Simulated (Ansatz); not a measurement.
## fluorite-type NiSi2 (0 0 1) on Si0.5Ge0.5, ordered in pairs of (001) planes (0 0 1), Al on 1 of 2 substrate sites at each interface (film strained to the substrate, started from cuts of the bulks and a machine-learned relaxation)

A periodic stack without vacuum, fluorite-type NiSi2 (0 0 1) on Si0.5Ge0.5, ordered in pairs of (001) planes (0 0 1), Al on 1 of 2 substrate sites at each interface (film strained to the substrate, started from cuts of the bulks and a machine-learned relaxation): substrate slab Ge10Al2Si12, film Ni8Si16, surface cells [[-2, 0], [-1, -1]] and [[-2, 0], [-1, -1]], film strained by +2.8 and +2.9 %, outermost planes Ge/Ge and Si/Ni as cut, which need not be the usual terminations and can put a slab off its formula.

The start was prepared with a machine-learned potential, and the result is one local minimum, with the in-plane cell held and forces under 0.04 eV/Å; the film can end far from its bulk form.

Computed with PBE (plane waves to 420 eV, PAW; Ansatz, a quantum-chemistry and plane-wave program). Scalar-relativistic, without spin–orbit coupling; the runs are not spin-polarised; PBE gaps are too small against experiment. Its k-point mesh 4×7×1, Fermi–Dirac width 0.05 eV.

| Quantity | Value |
|---|---|
| interface area | 31.4 Å² |
| period | 27.74 Å |
| gaps between the outermost planes at the two interfaces | 1.51 and 1.38 Å |
| Al–Si contacts across the interfaces within 1.22 times the sum of covalent radii | 5, mean 2.67 Å |
| Ge–Si contacts across the interfaces within 1.22 times the sum of covalent radii | 3, mean 2.62 Å |
| Al–Ni contacts across the interfaces within 1.22 times the sum of covalent radii | 2, mean 2.50 Å |
| Ge–Ni contacts across the interfaces within 1.22 times the sum of covalent radii | 2, mean 2.46 Å |

```yaml
crystal:
  lattice:
    - [7.92295, -0.00369, -0.23933]
    - [-0.00203, 3.95576, -0.12815]
    - [-3.17588, -2.24289, 27.94021]
  atoms:
    - { symbol: Ge, position: [0.57078, 0.91024, 0.16733] }
    - { symbol: Ge, position: [0.07103, 0.91074, 0.16857] }
    - { symbol: Al, position: [0.49406, 0.29032, 0.01747] }
    - { symbol: Ge, position: [0.99691, 0.29399, 0.02052] }
    - { symbol: Ge, position: [0.67313, 0.06969, 0.37025] }
    - { symbol: Ge, position: [0.17318, 0.07317, 0.36991] }
    - { symbol: Ge, position: [0.59745, 0.45265, 0.22054] }
    - { symbol: Ge, position: [0.09760, 0.45264, 0.22139] }
    - { symbol: Al, position: [0.77889, 0.25861, 0.57712] }
    - { symbol: Ge, position: [0.27470, 0.23491, 0.57027] }
    - { symbol: Ge, position: [0.70002, 0.61176, 0.42336] }
    - { symbol: Ge, position: [0.20011, 0.61580, 0.42296] }
    - { symbol: Si, position: [0.77097, 0.33179, 0.06915] }
    - { symbol: Si, position: [0.27097, 0.33219, 0.06950] }
    - { symbol: Si, position: [0.29301, 0.87028, 0.11725] }
    - { symbol: Si, position: [0.79734, 0.86992, 0.11703] }
    - { symbol: Si, position: [0.87242, 0.49341, 0.27160] }
    - { symbol: Si, position: [0.37390, 0.49258, 0.27152] }
    - { symbol: Si, position: [0.39803, 0.03064, 0.31952] }
    - { symbol: Si, position: [0.89706, 0.03161, 0.31959] }
    - { symbol: Si, position: [0.97645, 0.65537, 0.47363] }
    - { symbol: Si, position: [0.47505, 0.65919, 0.47378] }
    - { symbol: Si, position: [0.50547, 0.19794, 0.52171] }
    - { symbol: Si, position: [0.99516, 0.19345, 0.52149] }
    - { symbol: Ni, position: [0.88408, 0.60721, 0.78144] }
    - { symbol: Ni, position: [0.38427, 0.60168, 0.78389] }
    - { symbol: Ni, position: [0.09101, 0.01682, 0.68785] }
    - { symbol: Ni, position: [0.58173, 0.02022, 0.68835] }
    - { symbol: Ni, position: [0.97547, 0.75163, 0.96777] }
    - { symbol: Ni, position: [0.47456, 0.74740, 0.96246] }
    - { symbol: Ni, position: [0.17865, 0.17735, 0.87592] }
    - { symbol: Ni, position: [0.68547, 0.17658, 0.87541] }
    - { symbol: Si, position: [0.60809, 0.55670, 0.73576] }
    - { symbol: Si, position: [0.11289, 0.55423, 0.73553] }
    - { symbol: Si, position: [0.86020, 0.07003, 0.73445] }
    - { symbol: Si, position: [0.36025, 0.06452, 0.73595] }
    - { symbol: Si, position: [0.81087, 0.85767, 0.63910] }
    - { symbol: Si, position: [0.30748, 0.82901, 0.63167] }
    - { symbol: Si, position: [0.56761, 0.47574, 0.64297] }
    - { symbol: Si, position: [0.05797, 0.47345, 0.64258] }
    - { symbol: Si, position: [0.70899, 0.71663, 0.92516] }
    - { symbol: Si, position: [0.20195, 0.71765, 0.92602] }
    - { symbol: Si, position: [0.95651, 0.21773, 0.92521] }
    - { symbol: Si, position: [0.45628, 0.21606, 0.92296] }
    - { symbol: Si, position: [0.90873, 0.14336, 0.82870] }
    - { symbol: Si, position: [0.40833, 0.13842, 0.82973] }
    - { symbol: Si, position: [0.66074, 0.64057, 0.82997] }
    - { symbol: Si, position: [0.15598, 0.64135, 0.83037] }
```
